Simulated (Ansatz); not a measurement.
The parent structure is TiC in the rock salt structure (space group Fm-3m, No. 225; a = 4.293 Å; relaxed with 0.1 eV smearing).

All numbers come from Ansatz (a quantum-chemistry and plane-wave program) PBEsol, without spin-orbit coupling.

Strains are applied to the cell and any free atomic positions relax.

One change was made to it. Results:

| quantity | base | after |
|---|---|---|
| pressure | 0.0 GPa | -7.5 GPa |
| energy relative to the base (free energy F) | 0 meV/atom | +7.2 meV/atom |

Problem. Name the change that was made.
A) isotropic strain +2.00 %
B) isotropic strain −1.00 %
C) isotropic strain +1.00 %

Solution. C, isotropic strain +1.00 %. For comparison, the pressure in the other runs: isotropic strain −1.00 % gives 8.6 GPa; isotropic strain +2.00 % gives -14.1 GPa.

Stability against distortions was not tested. All final runs are without spin polarisation.
